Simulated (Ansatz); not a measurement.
Consider these faces of rutile IrO2, relaxed from ideal cuts in 1x1 cells: (001), (100), (101), (110), (111).

Calculation: PBE (plane waves to 420 eV, PAW; Ansatz, a quantum-chemistry and plane-wave program).

Q: Order them by surface energy (lowest first) at the level PBE.

A: (110) (1.45 J/m²), (101) (1.63 J/m²), (100) (1.91 J/m²), (111) (2.14 J/m²), (001) (2.39 J/m²)
